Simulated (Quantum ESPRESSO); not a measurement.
# Quick settings and what they miss: the (001) slab of ZrAs (cut from a parent of space group no. 194; 8 atoms in the cell)

Self-consistent single point.

```yaml
crystal:
  lattice:
    - [3.91528, 0.00000, 0.00000]
    - [-1.95764, 3.39073, 0.00000]
    - [0.00000, 0.00000, 27.39250]
  atoms:
    - { symbol: Zr, position: [0.33333, 0.66667, 0.29205] }
    - { symbol: Zr, position: [0.66667, 0.33333, 0.65309] }
    - { symbol: Zr, position: [0.66667, 0.33333, 0.52743] }
    - { symbol: Zr, position: [0.33333, 0.66667, 0.41771] }
    - { symbol: As, position: [0.00000, 0.00000, 0.70795] }
    - { symbol: As, position: [0.00000, 0.00000, 0.47257] }
    - { symbol: As, position: [0.33333, 0.66667, 0.59026] }
    - { symbol: As, position: [0.66667, 0.33333, 0.35488] }
```

Level of theory: LDA (PZ), PSlibrary PAW (LDA) pseudopotentials (plane waves; Quantum ESPRESSO).

Base settings: ecutwfc = 55 Ry; ecutrho = 330 Ry; occupations = smearing; smearing = marzari-vanderbilt; degauss = 0.0036749 Ry; potentials = {Zr: Zr.pz-spn-kjpaw_psl.1.0.0.UPF, As: As.pz-n-kjpaw_psl.1.0.0.UPF}; K_POINTS = automatic 7 7 1 0 0 0; conv_thr = 1e-11 Ry; mixing_beta = 0.4.

Tight run (finer mesh or higher cutoff; not a proven limit): ecutwfc: 55 Ry → 77 Ry; ecutrho: 330 Ry → 462 Ry; conv_thr: 1e-11 Ry → 7.3e-11 Ry; K_POINTS: automatic 7 7 1 0 0 0 → automatic 10 10 1 0 0 0. It gave Fermi level (on the code's own zero) 2.75 eV; pressure averaged over the cell with its vacuum -5.74 GPa; largest force (vector length) 1.581 eV/Å.

Quick runs, as changes from the base:
- A: the base itself
- B: ecutwfc: 55 Ry → 44 Ry; ecutrho: 330 Ry → 264 Ry; smearing: marzari-vanderbilt → methfessel-paxton; degauss: 0.0036749 Ry → 0.036749 Ry; K_POINTS: automatic 7 7 1 0 0 0 → automatic 6 6 1 0 0 0
- C: smearing: marzari-vanderbilt → fermi-dirac; degauss: 0.0036749 Ry → 0.019992 Ry; pseudopotentials: {Zr: Zr.pz-spn-kjpaw_psl.1.0.0.UPF, As: As.pz-n-kjpaw_psl.1.0.0.UPF} → {Zr: Zr.pbe-spn-kjpaw_psl.1.0.0.UPF, As: As.pbe-n-kjpaw_psl.1.0.0.UPF}; K_POINTS: automatic 7 7 1 0 0 0 → automatic 4 4 1 0 0 0; input_dft: default → pbesol [PBEsol]
- D: ecutwfc: 55 Ry → 28 Ry; ecutrho: 330 Ry → 168 Ry; smearing: marzari-vanderbilt → fermi-dirac; degauss: 0.0036749 Ry → 0.036749 Ry; conv_thr: 1e-11 Ry → 7.3e-05 Ry; K_POINTS: automatic 7 7 1 0 0 0 → automatic 8 8 1 0 0 0
- E: ecutwfc: 55 Ry → 38 Ry; ecutrho: 330 Ry → 228 Ry; K_POINTS: automatic 7 7 1 0 0 0 → automatic 4 4 1 0 0 0
- F: ecutwfc: 55 Ry → 33 Ry; ecutrho: 330 Ry → 198 Ry; smearing: marzari-vanderbilt → methfessel-paxton; degauss: 0.0036749 Ry → 0.0147 Ry; conv_thr: 1e-11 Ry → 7.3e-05 Ry; K_POINTS: automatic 7 7 1 0 0 0 → automatic 3 3 1 0 0 0

Energies are extrapolated to zero smearing width, which holds to low order in the width alone (under cold and Methfessel-Paxton smearing the free energy itself is taken).

Dashes: energy of C, another energy zero.

† marks runs with another functional, U, potentials or spin treatment: their distance from the tight run is not a convergence error alone.

The count of work is k-points × plane waves × bands × iterations; it is no time. Core times come from one kind of shared machine and are given to one figure; runs under 30 s give none.

The starting cell comes from a database of computed structures (which also holds hypothetical and non-ambient phases and stackings), without a prior relaxation at this level. The slab is cut from that crystal, and its faces are unrelaxed. Its lattice was rescaled in the plane by a random factor within 2.5 % of one. Spin polarisation is off, though cut faces can carry moments; the slab shows no gap. The two faces of this cut differ, and no dipole correction was used. In the base run, forces exceed 1 eV/Å.

| run | energy less tight (meV/atom) | largest miss in a force vector (eV/Å) | count of work / tight | core time / tight (rough) |
|---|---|---|---|---|
| A | 7.2 | 0.049 | 0.36 | 0.3 |
| B | 8.5 | 0.055 | 0.22 | 0.3 |
| C† | – | 0.507 | 0.16 | 0.2 |
| D | 234.4 | 0.823 | 0.072 | 0.07 |
| E | 33.9 | 0.206 | 0.095 | 0.1 |
| F | 75.5 | 0.273 | 0.035 | 0.06 |

Among the runs at the tight run's level, the energy misses run from 7.2 to 234.4 meV/atom.
